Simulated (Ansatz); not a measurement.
Given:

```
HfS2
1.0
    3.60559     0.00000     0.00000
   -1.80280     3.12253     0.00000
    0.00000     0.00000     5.76873
Hf S
1 2
Cartesian
  0.00000   0.00000   0.00000
  1.80280   1.04084   4.31227
  0.00000   2.08169   1.45646
```

Calculation: PBE+D3BJ with spin-orbit coupling, rigid bands (plane waves, PAW; Ansatz, an electronic-structure program). Condition of this run: functional PBE, cell relaxed with it. Geometry: cell and atoms relaxed with PBE+d3bj.

Task: What conductivity effective mass do dilute electrons have at 300 K?

Result: 0.45 (x), 0.45 (y), 2.0 (z) mₑ.

Task: Predict the hole conductivity mass (n e² τ/σ) at 300 K, by direction if it differs.

Result: 2.7 (x), 2.7 (y), 0.28 (z) mₑ.

Task: And the band gap?

Result: 0.84 eV at this level; semilocal functionals usually fall short of the measured gap.

Rigid bands, one relaxation time for all states, no polarons. Geometry: cell and atoms relaxed with PBE+D3(BJ).

Computed structure with no diffraction record at hand here (it may be known, metastable or hypothetical): HfS2 (P-3m1).
